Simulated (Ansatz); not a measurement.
## A computed series for SiC: pressure series

Start from SiC (space group P6_3mc, No. 186; a = 3.078 Å, c = 10.076 Å).

Cell and atoms are relaxed at each pressure.

Computed with Ansatz (a first-principles code) PBEsol, no spin-orbit coupling, earlier PAW set.

```tsv
pressure (GPa)	volume per atom (Å³/atom)
-2	10.429
-1	10.381
0	10.335
1.8	10.253
4.2	10.148
18	9.630
30	9.265
45	?
60	8.561
```

Question: Fit the third-order Birch–Murnaghan form P(V) = (3B₀/2)[(V₀/V)^(7/3) − (V₀/V)^(5/3)]·[1 + (3/4)(B₀′ − 4)((V₀/V)^(2/3) − 1)] (squares taken in P) to the rows shown and predict the withheld row.

Answer: Least squares on the printed values gives V₀ = 10.334 Å³/atom, B₀ = 223 GPa, B₀′ = 3.8; this predicts 8.883 Å³/atom, and the run gives 8.883 Å³/atom, in agreement.

Load acts through the strain it causes; cell and atoms are relaxed under it. Stability against distortions was not tested. No other phases were tried under pressure.
